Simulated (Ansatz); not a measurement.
# How a calculation on AlNi3N (Pm-3m, 5 atoms in the cell) responds to its settings

```yaml
crystal:
  lattice:
    - [3.63557, 0.00000, 0.00000]
    - [0.00000, 3.63557, 0.00000]
    - [0.00000, 0.00000, 3.63557]
  atoms:
    - { symbol: Al, position: [0.00000, 0.00000, 0.00000] }
    - { symbol: N, position: [0.50000, 0.50000, 0.50000] }
    - { symbol: Ni, position: [0.00000, 0.50000, 0.50000], spin: 2.0 }
    - { symbol: Ni, position: [0.50000, 0.50000, 0.00000], spin: 2.0 }
    - { symbol: Ni, position: [0.50000, 0.00000, 0.50000], spin: 2.0 }
```
(The spins are starting values, not results.)

Base run A: PBEsol, default PAW files made with PBE (Ansatz, a first-principles code), self-consistent single point.

Its settings: kpoints.mp_grid.grid = 9 9 9; kpoints.mp_grid.shift = 0.5 0.5 0.5; hamiltonian.xc = pbesol; hamiltonian.pseudopotentials = {kind: paw} (the program's default PAW files); magnetization.spin_polarized = true; scf.occupations.method = methfessel_paxton; scf.occupations.width = 0.136 eV.

The starting cell was generated: these elements placed on a structure prototype, without a prior relaxation; it need not be a known phase or ordering of this composition. Its lattice was rescaled by a random factor within 2.5 % of one. The starting moments vanished: the run ended non-magnetic, which need not be the lowest state. The program warned that a starting moment was not kept. In the base run, with a pressure of about 19 GPa the cell is away from its equilibrium volume at this level. Ansatz's pressure includes its estimate of the finite-basis (Pulay) stress.

A dash stands where there is no value to compare (another energy zero or no entropy term, no result, no spin, no clean gap, or a mesh too coarse for one). Total energies depend on the potentials, the functional and any Hubbard or dispersion term, so they are compared only between runs that share all of them.

Runs:
- B: hamiltonian.dispersion: default → d3bj [PBEsol-D3BJ]
- C: hamiltonian.dispersion: default → d3bjatm [PBEsol-D3BJ-ATM]
- D: hamiltonian.dispersion: default → d4 [PBEsol-D4]
- E: hamiltonian.xc: pbesol → revpbe; hamiltonian.dispersion: default → d4 [revPBE-D4]

| run | pressure (GPa) | dispersion energy (eV/atom) |
|---|---|---|
| A | 19.29 | – |
| B | 13.04 | -0.373 |
| C | 14.58 | -0.326 |
| D | 15.40 | -0.252 |
| E | 19.33 | -0.787 |

Run B against A: The pressure goes from 19.29 to 13.04 GPa.

Run D against A: The pressure goes from 19.29 to 15.40 GPa.

Left out of this page: 1 run of the series unsound by tests on forces, stress, charge or solver warnings.

Keys are those of Ansatz 0.2.
